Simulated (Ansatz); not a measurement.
## Defect calculation: O interstitial started as a split pair with O in alpha quartz

These are PBE, PAW (plane waves to 420 eV; Ansatz, an electronic-structure program) values and carry that method's errors. The supercell holds 72 host sites (2×2×2 repeats of the unit cell), with a 2×2×2 Γ-centred k-point sampling for the final energies. Site at the start: split with O. Charged cells carry a point-charge image correction with potential alignment at far atoms. Dielectric constants: PBE linear response of the host. Host gap at this level: 5.68 eV. Finite-size and sampling errors can reach tenths of an eV here. PBE underestimates the host's gap, which shifts levels and can delocalise carriers. Spin–orbit coupling is left out. Each state is the lowest found from its start.

Formation energies E_f are given with the Fermi level at the valence-band maximum. Chemical conditions: O-rich (Δμ(O) = 0.00 eV; only phases computed here count, gases as isolated molecules at 0 K); Si-rich (Δμ(O) = -4.16 eV; only phases computed here count, gases as isolated molecules at 0 K). Reference phases: O: O2 molecule in a box.

The name describes the start; the neighbours show where the added atom ended.

| charge | moment (μB) | point group | largest move off a lattice site (Å) | neighbours of the added atom at the end (Å) | image correction with alignment (eV) | E_f, O-rich (eV) | E_f, Si-rich (eV) | above the lowest spin state (eV) |
|---|---|---|---|---|---|---|---|---|
| +1 | 1.0 | C1 | 0.52 | O 1.35, Si 1.77, O 2.44, Si 2.54, O 2.58, O 2.74, O 2.79 | 0.49 | 1.96 | 6.12 | 0.00 |
| 0 | 0.0 | C1 | 0.54 | O 1.48, Si 1.67, O 2.46, Si 2.52, O 2.71, O 2.76 | 0.00 | 2.06 | 6.22 | 0.00 |
| 0 | not spin-polarised | C1 | 0.54 | O 1.48, Si 1.67, O 2.46, Si 2.52, O 2.71, O 2.76 | 0.00 | 2.06 | 6.22 | 0.00 |
| −1 | 1.0 | C1 | 0.29 | Si 1.72, Si 1.85, O 2.02, O 2.45, O 2.56, O 2.58 | 0.28 | 4.87 | 9.04 | 0.00 |
| −2 | not spin-polarised | C1 | 0.42 | Si 1.69, Si 1.75, O 2.27, O 2.45, O 2.50, O 2.58 | 1.33 | 8.17 | 12.33 | 0.00 |

Point groups are those of the whole cell at tolerances of 0.03 and 0.1 Å ("near" where only the looser one holds); none is given for unsettled states.

Starting moments that weren't kept: charge 0 began with 2 μB and ended with 0.0.

No other site or start that was run ended lower by more than 0.1 eV.

Transition levels above the valence-band maximum: ε(+1/0) = 0.10 eV; ε(0/−1) = 2.81 eV; ε(−1/−2) = 3.29 eV. On the lower envelope of the bound states, inside the gap: (+1/0) at 0.10 eV; (0/−1) at 2.81 eV; (−1/−2) at 3.29 eV.

Flagged in the runs: a host whose relaxation on this sampling wasn't shown to rest, a strain field that reaches the edge of the cell.
